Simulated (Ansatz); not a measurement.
# Ansatz run on Be₄AlNi (R3m, 6 atoms in the cell): self-consistent single point

Level of theory: PBEsol, default PAW files made with PBE (plane waves; Ansatz, an electronic-structure program).

This input was run:

Ansatz 0.2 input:
```yaml
crystal:
  lattice:
    - [0.000000, 2.984353, 2.984353]
    - [2.984353, 0.000000, 2.984353]
    - [2.984353, 2.984353, 0.000000]
  atoms:
    - { symbol: Be, position: [0.378456, 0.378456, 0.378456] }
    - { symbol: Be, position: [0.879140, 0.373620, 0.373620] }
    - { symbol: Be, position: [0.373620, 0.373620, 0.879140] }
    - { symbol: Be, position: [0.373620, 0.879140, 0.373620] }
    - { symbol: Al, position: [0.750000, 0.750000, 0.750000] }
    - { symbol: Ni, position: [0.000000, 0.000000, 0.000000] }
basis:
  ecutwfc: 420.0
kpoints:
  mp_grid:
    grid: [10, 10, 10]
hamiltonian:
  xc: pbesol
  pseudopotentials:
    kind: paw
scf:
  occupations:
    method: fermi_dirac
    width: 0.1
output:
  forces: true
  eigenvalues: true
  stress: true
```

Log, with long lists cut:

```
WARN ansatz: RAYON_NUM_THREADS=1 ignored (pool sized by the plan → 1); use --threads N
Pseudopotentials: kind: paw
Pseudopotential: Be, paw, valence charge 2
Pseudopotential: Al, paw, valence charge 3
Pseudopotential: Ni, paw, valence charge 18
Crystal: 6 atoms, lattice volume = 53.159 Å³
Basis set: ecut = 420 eV, 1037 PW (Γ), exchange–correlation on 60×60×60 points (8 copies of the dense FFT grid, shifted against one another)
Bands: 21, of which v1, the nominal top of the filled ones, is band 15 counted from 1 (14 counted from 0)
Symmetry: 6 space group operations
Space group: R3m (ITA 160), of the structure as read, at distance tolerance 3.8e-5 Å
k-points: 116 of 1000 (time reversal used)
PAW frozen core: Be, regenerated for the run's functional, and the local potential with it
PAW frozen core: Al, regenerated for the run's functional, and the local potential with it
PAW frozen core: Ni, regenerated for the run's functional, and the local potential with it
Initial density: superposition of atomic densities (neutral atoms: chi_scale 0, normalization atom), corrected by the library's trained network
Initial wavefunctions: pseudopotential atomic-orbital guess
Eigensolver: davidson
Functional: x = pbesol(κ = 0.804, μ = 0.12345679012345678), c = pbesol(β = 0.046)
SCF iter   1: F=—  HF=-6692.705545 eV  |F-HF|=—  |Δ(HF+E_count)|=         —  Δρ=1.32e-2  dr2=5.92e-2  ethr=1.77e-3  ⟨swp⟩=6.5  Hψ=13520  notcnv=0
all-band conjugate gradients solve this SCF's bands
preconditioner: auto → Kerker (q_TF=auto, 2.466 Å⁻¹)
SCF iter   2: F=—  HF=-6692.697426 eV  |F-HF|=—  |Δ(HF+E_count)|=   8.12e-3  Δρ=3.75e-3  dr2=6.45e-3  ethr=2.04e-4  ⟨swp⟩=1.9  Hψ=3680  notcnv=0  defer=1
SCF iter   3: F=—  HF=-6692.696107 eV  |F-HF|=—  |Δ(HF+E_count)|=   1.32e-3  Δρ=9.96e-4  dr2=8.17e-4  ethr=2.22e-5  ⟨swp⟩=1.0  Hψ=2388  notcnv=0  defer=1
SCF iter   4: F=—  HF=-6692.695813 eV  |F-HF|=—  |Δ(HF+E_count)|=   2.94e-4  Δρ=2.08e-4  dr2=2.57e-5  ethr=2.82e-6  ⟨swp⟩=2.1  Hψ=3473  notcnv=0  defer=1
SCF iter   5: F=—  HF=-6692.695783 eV  |F-HF|=—  |Δ(HF+E_count)|=   3.01e-5  Δρ=2.91e-5  dr2=4.21e-7  ethr=8.85e-8  ⟨swp⟩=2.2  Hψ=3706  notcnv=0  defer=1
SCF iter   6: F=-6692.695783 eV  HF=-6692.695783 eV  |F-HF|=4.63e-8  |Δ(HF+E_count)|=   9.61e-9  Δρ=1.07e-5  dr2=6.29e-8  ethr=3.45e-10  ⟨swp⟩=6.2  Hψ=11165  notcnv=0
SCF 1 converged in 6 iterations: F = -6692.695783 eV  dr2 = 6.29e-8
SCF converged after 6 iterations
Free energy (F): -6692.695783 eV
Harris-Foulkes:  -6692.695783 eV  (|F-HF|=4.63e-8)
Internal energy: -6692.655654 eV  (E = F + TS)
E sigma→0 (E₀):  -6692.675718 eV
Entropy (-TS):   -0.040129 eV (-6.688 meV/atom)
Fermi energy:    11.254959 eV
--- Per-component energies (eV) ---
  E_band       = -355.710973
  E_kinetic    = 397.175055
  E_local      = -5067.688742  (includes V_loc(G=0)·N_el)
  E_nonlocal   = 663.513120
  E_hartree    = 2205.264602
  E_xc         = -206.095160
  E_vxc        = -226.481881  (∫ρ·V_xc dr)
  E_paw        = -2278.854983  (= ΣΔE_a)
  E_vpaw       = -532.775624  (= ΣTr[D̂ρ^β])
  E_aug_tail   = 0.000479  (compensation charges beyond the density's cutoff)
  E_ewald      = -2406.224578
  E_core_change = 0.254553  (= ΣΔE_core)
  E_smearing   = -0.040129  (= −TS)
  E_closure    = -0.000000  (closes the sum)
  Σ components = -6692.695783   (vs F -6692.695783, Δ=0.00e0)
--- Forces (eV/Å), atoms counted from 1 ---
  atom   1  Be    -0.40297261    -0.40297261    -0.40297261
  atom   2  Be     0.08316292     0.11894288     0.11894288
  atom   3  Be     0.11894288     0.11894288     0.08316292
  atom   4  Be     0.11894288     0.08316292     0.11894288
  atom   5  Al     0.02867179     0.02867179     0.02867179
  atom   6  Ni     0.05325579     0.05325579     0.05325579
  max |Σ_I F_I| component: 3.66e-6 eV/Å
--- Stress (GPa, compression-positive) ---
        1.604177      -0.108438      -0.108438
       -0.108438       1.604177      -0.108438
       -0.108438      -0.108438       1.604177
  P = ⅓ Tr σ = 1.6042 GPa (16.042 kbar)
  The stress holds the Pulay correction. Without it, at fixed plane waves, as pw.x and ABINIT print it: P = 1.5622 GPa
--- Band table (eV; the first three rows and the last of 116) ---
  k-point 0: bands = ["-92.4045", "-52.9475", "-52.9420", "-52.9420", "-0.4265", "6.9138", "6.9348", "6.9348", "7.1750", "7.8386", "7.8386", "9.8798", "9.8798", "9.9402", "13.0586", "13.0644", "13.0644", "13.3379", "13.7624", "13.7624", "16.6084"]
  k-point 1: bands = ["-92.4045", "-52.9475", "-52.9420", "-52.9420", "-0.3206", "6.5202", "6.9337", "6.9459", "7.2458", "7.8365", "7.8400", "9.5626", "9.8582", "9.9031", "12.7294", "12.7360", "13.0804", "13.9705", "13.9707", "13.9961", "16.5597"]
  k-point 2: bands = ["-92.4045", "-52.9475", "-52.9420", "-52.9420", "-0.0047", "5.6038", "6.9689", "6.9740", "7.2293", "7.8563", "7.8702", "9.1386", "9.7481", "9.7670", "12.2299", "12.2301", "13.0316", "14.3908", "14.3978", "15.1905", "16.8827"]
  k-point 115: bands = ["-92.4045", "-52.9477", "-52.9420", "-52.9420", "1.8687", "2.4909", "7.0082", "7.0082", "7.1730", "8.3275", "8.3275", "8.5493", "8.8833", "8.8833", "11.6590", "11.6590", "13.0954", "16.0708", "16.0708", "16.3999", "19.2931"]
```

The run converged in 6 iterations.

The starting cell comes from a database of computed structures (which also holds hypothetical and non-ambient phases and stackings), without a prior relaxation at this level. Its lattice was rescaled by up to half a per cent. One atom was moved a little off its site on purpose. Spin polarisation is off. Ansatz's pressure includes its estimate of the finite-basis (Pulay) stress.
